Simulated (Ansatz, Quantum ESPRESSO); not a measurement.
**One structure in several programs: CaC2 (C2/c, 6 atoms in the cell)**

Zone-centre phonon calculation.

```
CELL_PARAMETERS angstrom
      3.34466    -2.11084     0.00000
      3.34466     2.11084     0.00000
     -2.22920     0.00000     7.14948
ATOMIC_POSITIONS crystal
  Ca 0.17452 0.82548 0.75000
  Ca 0.82548 0.17452 0.25000
  C  0.42071 0.13967 0.56012
  C  0.57929 0.86033 0.43988
  C  0.86033 0.57929 0.93988
  C  0.13967 0.42071 0.06012
```

Shared settings, as Ansatz (a first-principles code) writes them: kpoints.mp_grid.grid = 5 5 3; scf.occupations.method = fixed. Potentials and cutoffs stand in the table.

```json
[
 {"code": "Ansatz", "model": "LDA (PW92), PAW files made with PBE", "highest zone-centre frequency, without LO-TO term (cm⁻¹)": "1794", "mean ε∞ at this mesh": "3.94", "cutoff": "default"},
 {"code": "Quantum ESPRESSO", "model": "LDA (PZ), GBRV 1.5 ultrasoft (LDA) pseudopotentials", "highest zone-centre frequency, without LO-TO term (cm⁻¹)": "1815", "mean ε∞ at this mesh": "3.95", "cutoff": "40 Ry"}
]
```

The spread over the programs that give each value: highest zone-centre frequency, without LO-TO term within 21.0 cm⁻¹; mean ε∞ at this mesh within 0.01 .

The same LDA comes in different parametrisations, which differ slightly.

The starting cell comes from a database of computed structures (which also holds hypothetical and non-ambient phases and stackings), without a prior relaxation at this level. Its lattice was rescaled by a random factor within 2.5 % of one.

Keys are those of Ansatz 0.2.
